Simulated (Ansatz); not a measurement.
**Al2O3: pressure series**

Base system: Al2O3 in the corundum structure (space group R-3c, No. 167; a = 4.808 Å, c = 13.122 Å (hexagonal axes)).

Cell and atoms are relaxed at each pressure.

Level of theory: Ansatz (a quantum-chemistry and plane-wave program), PBE, PAW, cutoff 420 eV, no spin-orbit coupling, earlier PAW set.

```json
[
 {"pressure (GPa)": "-2", "band gap (eV)": "5.75"},
 {"pressure (GPa)": "-1", "band gap (eV)": "5.81"},
 {"pressure (GPa)": "0", "band gap (eV)": "5.86"},
 {"pressure (GPa)": "0.9", "band gap (eV)": "?"},
 {"pressure (GPa)": "2.1", "band gap (eV)": "5.97"},
 {"pressure (GPa)": "4.5", "band gap (eV)": "6.09"},
 {"pressure (GPa)": "9", "band gap (eV)": "6.30"},
 {"pressure (GPa)": "15", "band gap (eV)": "6.57"}
]
```

**Question.** Fit E_g = E₀ + αP + βP² to the rows shown and predict the withheld row.

**Answer.** Least squares on the printed values gives E₀ = 5.86 eV, α = 52.4 meV/GPa, β = -0.34 meV/GPa² (largest residual 0.00 eV); this predicts 5.91 eV, and the run gives 5.91 eV, in agreement.

Load acts through the strain it causes; cell and atoms are relaxed under it. Whether these cells are dynamically stable was not tested. Competing high-pressure phases were not computed.
